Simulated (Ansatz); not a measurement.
Results of LDA (Ansatz, a first-principles code, PAW) for Ti (model structure, started from the diamond type, Fd-3m, No. 227, 2 atoms in the cell).

Numerical settings: plane-wave cutoff 520 eV, 16×16×16 k mesh, Fermi–Dirac smearing 0.05 eV, no spin polarisation, scalar-relativistic PAW data made under PBE.

Cell (relaxed at this level):

```cif
data_Ti2
_chemical_formula_sum 'Ti2'
_space_group_name_H-M_alt 'P 1'
_space_group_IT_number 1
_cell_length_a 3.77694
_cell_length_b 3.77694
_cell_length_c 3.77694
_cell_angle_alpha 60.000
_cell_angle_beta 60.000
_cell_angle_gamma 60.000
loop_
_space_group_symop_operation_xyz
  'x, y, z'
loop_
_atom_site_label
_atom_site_type_symbol
_atom_site_fract_x
_atom_site_fract_y
_atom_site_fract_z
_atom_site_occupancy
Ti1 Ti 0.25000 0.25000 0.25000 1
Ti2 Ti 0.00000 0.00000 0.00000 1
```

Question: Give the computed bulk modulus.

Answer: 
- bulk modulus: 36.1 GPa

Note: the run has no spin polarisation, so it can have missed a magnetic state; the bulk modulus is −V dP/dV from two relaxed cells at ±2 % in volume; the relaxation could raise the start's symmetry but not lower it, so the cell can be a saddle point.

A model structure was made by putting elements into a prototype or built by hand; it is no filed structure, need not be a known phase, and can be a saddle point held by its symmetry.
